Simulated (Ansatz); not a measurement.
The starting structures come from a database of crystals and need not be the phases stable at ambient conditions.

By PBEsol, the system below comes out a metal.

The ballistic (Sharvin) conductance counts the channels at the Fermi level: G/A = (e²/h) × channels of both spins per area.

Here is the system:

```yaml
crystal:
  lattice:
    - [6.29699, 0.00000, 0.00000]
    - [0.00000, 6.59493, 0.00000]
    - [3.14850, 0.00000, 1.81778]
  atoms:
    - { symbol: Nb, position: [0.00000, 0.00000, 0.00000] }
    - { symbol: Te, position: [0.33333, 0.72154, 0.00000] }
    - { symbol: Te, position: [0.66667, 0.27846, 0.00000] }
```

Space group of this cell: P-3m1, CdI2 type. The cell was relaxed by PBE-D3(BJ).

The current flows along the normal of the first two printed cell vectors, the (110) plane of the conventional cell. No spin-orbit coupling; the value is a mean over 0.1 eV about the Fermi level.

Task: State the ballistic conductance per area according to PBEsol run with Ansatz (a program for electronic structure).

Result: 0.56 × 10¹⁵ S/m² for both spins.
